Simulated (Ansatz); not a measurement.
## Refining one setting for FeAl (Pm-3m, 2 atoms in the cell)

```yaml
crystal:
  lattice:
    - [2.91058, 0.00000, 0.00000]
    - [0.00000, 2.91058, 0.00000]
    - [0.00000, 0.00000, 2.91058]
  atoms:
    - { symbol: Al, position: [0.50000, 0.50000, 0.50000] }
    - { symbol: Fe, position: [0.00000, 0.00000, 0.00000] }
```

Level of theory: PBE (plane waves, PAW; Ansatz, a quantum-chemistry and plane-wave program).

The starting cell has typed, rounded lattice constants, without a prior relaxation at this level. Its lattice was rescaled by a random factor within 2.5 % of one. Spin polarisation is off. In the base run, with a pressure of about -7 GPa the cell is away from its equilibrium volume at this level. Ansatz's pressure includes its estimate of the finite-basis (Pulay) stress.

Held fixed: kpoints.mp_grid.grid = 11 11 11; hamiltonian.xc = pbe; hamiltonian.pseudopotentials = {kind: paw} (the program's default PAW files); scf.occupations.method = gaussian; scf.occupations.width = 0.0073 Ry.

ΔF is the free energy per atom less that of the last row (61.7 Ry).

The first pressure column holds Ansatz's estimate of the finite-basis (Pulay) stress, which hides part of the cutoff error; the other is without it.

```
basis.ecutwfc  ΔF (meV/atom)  pressure (GPa)  pressure at a fixed set of plane waves (GPa)  plane waves  iterations
-------------  -------------  --------------  --------------------------------------------  -----------  ----------
12.5 Ry              22106.8          -12.64                                      -1024.37          123           7
15.4 Ry               5693.9           16.13                                       -341.93          171          11
18.4 Ry               1494.2          -10.89                                       -115.75          251           6
21.7 Ry                  [?]           -3.62                                        -34.78          257           6
24.6 Ry                  [?]           -6.29                                        -12.97          341           6
27.9 Ry                  4.8           -7.05                                         -7.69          437           6
30.9 Ry                 1.82           -7.06                                         -7.13          461           6
35.6 Ry                 0.92           -7.06                                         -7.12          619           6
40.1 Ry                 0.39           -7.07                                         -7.09          739           6
46.3 Ry                 0.23           -7.07                                         -7.08          895           6
54 Ry                   0.06           -7.07                                         -7.08         1141           6
61.7 Ry                 0.00           -7.08                                         -7.08         1357           6
```

Task: Fill in the missing entries.

Result: 
- 21.7 Ry, ΔF (meV/atom): 285.5
- 24.6 Ry, ΔF (meV/atom): 44.8

Keys are those of Ansatz 0.2.
